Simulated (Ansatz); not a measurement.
HgS, response to strain

Consider HgS in the zinc blende structure (space group F-43m, No. 216; a = 5.8760 Å). Axes: x, y, z lie along the cube axes.

Strains are applied to the cell and any free atomic positions relax; under biaxial strain the out-of-plane vector relaxes too; under stress the whole cell relaxes.

Computed with PBEsol (Ansatz, an electronic-structure program), no spin-orbit coupling, earlier PAW set.

Notes on the quantities. energy relative to the base: free energy F; pressure: mean of the normal stresses, compression positive.

| case | energy relative to the base | pressure | volume per atom |
|---|---|---|---|
| base | 0 meV/atom | 0.0 GPa | 25.36 Å³ |
| biaxial strain +0.78 %, plane normal [001], relaxed out of plane | +0.4 meV/atom | -0.2 GPa | 25.45 Å³ |
| biaxial strain +1.55 %, plane normal [001], relaxed out of plane | +1.5 meV/atom | -0.4 GPa | 25.52 Å³ |
| biaxial strain +2.06 %, plane normal [110], relaxed out of plane | +5.7 meV/atom | (withheld) | 25.85 Å³ |
| isotropic strain +0.26 % | +0.3 meV/atom | -0.5 GPa | 25.56 Å³ |
| isotropic strain +0.78 % | (withheld) | -1.3 GPa | 25.96 Å³ |
| uniaxial strain ε_xx = −3.63 % | +7.7 meV/atom | 2.4 GPa | 24.44 Å³ |
| uniaxial strain ε_xx = +2.94 % | +4.7 meV/atom | -1.6 GPa | 26.11 Å³ |
| uniaxial strain ε_zz = −1.33 % | +1.0 meV/atom | 0.8 GPa | 25.02 Å³ |
| uniaxial stress, 0.5 GPa tension along x | +0.8 meV/atom | – | 25.43 Å³ |

Question: Some entries are withheld; estimate them.

Answer: 
- biaxial strain +2.06 %, plane normal [110], relaxed out of plane, pressure: -1.2 GPa
- isotropic strain +0.78 %, energy relative to the base: +2.5 meV/atom

A biaxial case was relaxed in a doubled cell and then solved in the primitive one. A case with no gap was solved on a k-mesh chosen for an insulator, which is coarse for it. Beyond what the load breaks, stability against distortions was not tested. The final runs are not spin-polarised.
